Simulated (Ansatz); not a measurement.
Effect of biaxial strain +1.25 %, plane normal [111], relaxed out of plane on GaSb

Consider GaSb in the zinc blende structure (space group F-43m, No. 216; a = 6.111 Å). Axes: x, y, z lie along the cube axes.

The change: biaxial strain +1.25 %, plane normal [111], relaxed out of plane (Cartesian); in-plane vectors clamped, the third vector and the atoms free.

Calculations: PBEsol, PAW, 420 eV (Ansatz, a quantum-chemistry and plane-wave program; without spin-orbit coupling). Γ-centred 13×13×13 mesh, Fermi–Dirac width 0.05 eV.

```tsv
quantity	base	changed	shift
volume per atom	28.53 Å³	29.07 Å³	+0.54 Å³
space group	F-43m (No. 216)	R3m (No. 160)	–
shortest interatomic distance	2.646 Å	2.650 Å	+0.0032 Å
energy relative to the base (free energy F)	0 meV/atom	+3.2 meV/atom	+3.2 meV/atom
pressure (mean of the normal stresses, compression positive)	0.0 GPa	-0.9 GPa	-0.9 GPa
band gap	zero	zero	–
valley order (the lowest conduction-band minima on the path, energy above the VBM, named in the base's zone)	–	Γ 0.05 eV; L along [111] 0.10 eV; L along [1-1-1] 0.31 eV; a point along [001], about 0.9 Å⁻¹ from Γ 0.76 eV	–
out-of-plane strain (rough)	–	-0.62 %	–
mean in-plane stress (compression positive) (rough)	–	-1.4 GPa	–
```

Without a gap, meshes like the base's 13×13×13 leave anisotropic stresses uncertain by several tenths of a GPa, and small strain energies with them. With Sb present, leaving out spin-orbit coupling can change the band edges. Whether these cells are dynamically stable was not tested. The final runs are not spin-polarised. Gaps under 0.05 eV, about the width of the smearing, are given as zero. A zero or small gap of GaSb can be the functional's error rather than a property of the material.
